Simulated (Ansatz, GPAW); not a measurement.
A GPAW input for a self-consistent single point of BaF2 (Fm-3m, 3 atoms in the cell) (DFT PBE, plane waves, GPAW PAW datasets PBE (gpaw-data 1.0.1)):

```python
from ase import Atoms
from ase.units import GPa
from gpaw import GPAW

atoms = Atoms(['Ba', 'F', 'F'],
              cell=[[0.000000, 3.100000, 3.100000],
                    [3.100000, 0.000000, 3.100000],
                    [3.100000, 3.100000, 0.000000]],
              positions=[[0.000000, 0.000000, 0.000000],
                         [1.550000, 1.550000, 1.550000],
                         [4.650000, 4.650000, 4.650000]],
              pbc=True)

calc = GPAW(mode={'name': 'pw', 'ecut': 950},
            xc='PBE',
            kpts={'size': (6, 6, 6), 'gamma': True},
            occupations={'name': 'fermi-dirac', 'width': 0.01},
            nbands=-6,
            convergence={'density': 1e-05, 'energy': 1e-05, 'bands': -4},
            symmetry={'symmorphic': False, 'tolerance': 0.0005},
            maxiter=120)

atoms.calc = calc

energy = atoms.get_potential_energy()
print('Energy (eV):', round(energy, 6))
forces = atoms.get_forces()
print('Forces (eV/Ang):')
print(forces.round(5))
stress = atoms.get_stress()
print('Stress (GPa, Voigt):', (stress / GPa).round(4))
```

Task: Translate this input to Ansatz (a quantum-chemistry and plane-wave program).

Result: One input that does it (others would too):

Ansatz 0.2 input:
```yaml
crystal:
  lattice:
    - [0.000000, 3.100000, 3.100000]
    - [3.100000, 0.000000, 3.100000]
    - [3.100000, 3.100000, 0.000000]
  atoms:
    - { symbol: Ba, position: [0.000000, 0.000000, 0.000000] }
    - { symbol: F, position: [0.250000, 0.250000, 0.250000] }
    - { symbol: F, position: [0.750000, 0.750000, 0.750000] }
kpoints:
  mp_grid: { grid: [6, 6, 6] }
hamiltonian:
  xc: pbe
  pseudopotentials: { kind: paw }
scf:
  occupations: { method: fermi_dirac, width: 0.01 eV }
output:
  forces: true
  eigenvalues: true
  stress: true
```

Basis, cutoffs, solver keys and any potentials are the target program's own. This input uses DFT, PBE, plane waves, default PAW files. Both were run: gap on the mesh 6.800 eV in GPAW and 6.851 in Ansatz.

On Ansatz: the starting cell has typed, rounded lattice constants, without a prior relaxation at this level.

On GPAW: the starting cell has typed, rounded lattice constants, without a prior relaxation at this level.
